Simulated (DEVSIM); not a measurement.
System: Pd/La2O3/p-InP capacitor, at 300 K.

```tsv
layer (left to right)	material	thickness (nm)	Na (cm⁻³)
1	La2O3	26.0	-
2	InP	2200	8.4e15
```

Metal gate on the left, work function 5.2 eV. Fixed charge at the semiconductor interface 0 cm⁻² (in units of +e); no interface traps.

Constants are typed, rounded textbook-type inputs, not results; the design itself was drawn at random and stands for no fabricated device. Values at 300 K.

```
parameter      La2O3     InP
-------------  -----  ------
gap (eV)         5.8   1.344
affinity (eV)    1.8    4.38
permittivity      27    12.5
Nc (cm⁻³)          -  5.7e17
Nv (cm⁻³)          -  1.1e19
```

DEVSIM, 1D Poisson equation in equilibrium, Boltzmann statistics, complete ionisation; no quantum confinement or tunnelling. Metal contacts follow the ideal Schottky-Mott rule: no Fermi-level pinning, no interface dipoles.

Tabulate band edges, carrier densities and field at 0.4 V on the gate.

Energies count from the Fermi level of the right contact; mesh points crowd at the junctions.

```json
[
 {"x (μm)": "0.000", "Ec (eV)": "3.000", "Ev (eV)": "-2.800", "n (cm⁻³)": "< 1e2", "p (cm⁻³)": "< 1e2", "field (V/cm)": "19000"},
 {"x (μm)": "0.001484", "Ec (eV)": "3.003", "Ev (eV)": "-2.797", "n (cm⁻³)": "< 1e2", "p (cm⁻³)": "< 1e2", "field (V/cm)": "19000"},
 {"x (μm)": "0.004508", "Ec (eV)": "3.008", "Ev (eV)": "-2.792", "n (cm⁻³)": "< 1e2", "p (cm⁻³)": "< 1e2", "field (V/cm)": "19000"},
 {"x (μm)": "0.01123", "Ec (eV)": "3.021", "Ev (eV)": "-2.779", "n (cm⁻³)": "< 1e2", "p (cm⁻³)": "< 1e2", "field (V/cm)": "19000"},
 {"x (μm)": "0.02107", "Ec (eV)": "3.039", "Ev (eV)": "-2.761", "n (cm⁻³)": "< 1e2", "p (cm⁻³)": "< 1e2", "field (V/cm)": "19000"},
 {"x (μm)": "0.02440", "Ec (eV)": "3.045", "Ev (eV)": "-2.755", "n (cm⁻³)": "< 1e2", "p (cm⁻³)": "< 1e2", "field (V/cm)": "19000"},
 {"x (μm)": "0.02591", "Ec (eV)": "3.048", "Ev (eV)": "-2.752", "n (cm⁻³)": "< 1e2", "p (cm⁻³)": "< 1e2", "field (V/cm)": "19000"},
 {"x (μm)": "0.02805", "Ec (eV)": "0.477", "Ev (eV)": "-0.867", "n (cm⁻³)": "5.6e9", "p (cm⁻³)": "29000", "field (V/cm)": "40000"},
 {"x (μm)": "0.03232", "Ec (eV)": "0.494", "Ev (eV)": "-0.850", "n (cm⁻³)": "2.9e9", "p (cm⁻³)": "57000", "field (V/cm)": "39000"},
 {"x (μm)": "0.04170", "Ec (eV)": "0.530", "Ev (eV)": "-0.814", "n (cm⁻³)": "7.1e8", "p (cm⁻³)": "230000", "field (V/cm)": "38000"},
 {"x (μm)": "0.06415", "Ec (eV)": "0.613", "Ev (eV)": "-0.731", "n (cm⁻³)": "2.9e7", "p (cm⁻³)": "5700000", "field (V/cm)": "36000"},
 {"x (μm)": "0.1410", "Ec (eV)": "0.850", "Ev (eV)": "-0.494", "n (cm⁻³)": "3000", "p (cm⁻³)": "5.6e10", "field (V/cm)": "26000"},
 {"x (μm)": "0.2958", "Ec (eV)": "1.111", "Ev (eV)": "-0.233", "n (cm⁻³)": "< 1e2", "p (cm⁻³)": "1.4e15", "field (V/cm)": "7900"},
 {"x (μm)": "0.6355", "Ec (eV)": "1.158", "Ev (eV)": "-0.186", "n (cm⁻³)": "< 1e2", "p (cm⁻³)": "8.4e15", "field (V/cm)": "≈ 0"},
 {"x (μm)": "1.565", "Ec (eV)": "1.158", "Ev (eV)": "-0.186", "n (cm⁻³)": "< 1e2", "p (cm⁻³)": "8.4e15", "field (V/cm)": "≈ 0"},
 {"x (μm)": "1.943", "Ec (eV)": "1.158", "Ev (eV)": "-0.186", "n (cm⁻³)": "< 1e2", "p (cm⁻³)": "8.4e15", "field (V/cm)": "≈ 0"},
 {"x (μm)": "2.101", "Ec (eV)": "1.158", "Ev (eV)": "-0.186", "n (cm⁻³)": "< 1e2", "p (cm⁻³)": "8.4e15", "field (V/cm)": "≈ 0"},
 {"x (μm)": "2.173", "Ec (eV)": "1.158", "Ev (eV)": "-0.186", "n (cm⁻³)": "< 1e2", "p (cm⁻³)": "8.4e15", "field (V/cm)": "≈ 0"},
 {"x (μm)": "2.209", "Ec (eV)": "1.158", "Ev (eV)": "-0.186", "n (cm⁻³)": "< 1e2", "p (cm⁻³)": "8.4e15", "field (V/cm)": "≈ 0"},
 {"x (μm)": "2.219", "Ec (eV)": "1.158", "Ev (eV)": "-0.186", "n (cm⁻³)": "< 1e2", "p (cm⁻³)": "8.4e15", "field (V/cm)": "≈ 0"},
 {"x (μm)": "2.224", "Ec (eV)": "1.158", "Ev (eV)": "-0.186", "n (cm⁻³)": "< 1e2", "p (cm⁻³)": "8.4e15", "field (V/cm)": "≈ 0"},
 {"x (μm)": "2.226", "Ec (eV)": "1.158", "Ev (eV)": "-0.186", "n (cm⁻³)": "< 1e2", "p (cm⁻³)": "8.4e15", "field (V/cm)": "≈ 0"}
]
```
